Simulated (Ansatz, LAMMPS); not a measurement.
Σ33 (118) [1-10] symmetric tilt, annealed from start 1, in Ge (diamond structure). Cell 33.09 × 16.29 × 26.96 Å, Ge592, 592 atoms. Prepared with Tersoff's 1989 multicomponent potential (SiCGe.tersoff) run with LAMMPS: 40 ps at 1300 K, cooling over 40 ps and minimisation with the cell free along the normal, at the potential's lattice parameter; then scaled to the PBE one. 

Basis: localised support functions (accuracy medium) on a full density matrix. k-points: zone centre alone; occupations: Fermi-Dirac, 0.020 eV; spin polarisation not allowed. Spin-orbit coupling is left out.

### Question
Give the energy, gap and bonding at the level Ansatz (an electronic-structure program) with PBE, support functions at accuracy medium on the grid of 370 eV.

### Answer

- energy over the perfect crystal(s), per atom = 57 meV/atom
- boundary energy (mean of two; the reference samples k-space alike but not identically) = 0.50 J/m²
- electronic character of the cell = no gap resolved at this smearing
- coordination (neighbours within 2.977 Å) = 97.3 % 4-fold, 2.7 % 5-fold
- Ge-Ge bonds, mean ± spread = 2.516 ± 0.057 Å
- bond angles, mean ± spread = 109.2° ± 7.7°
- pressure = -0.45 GPa
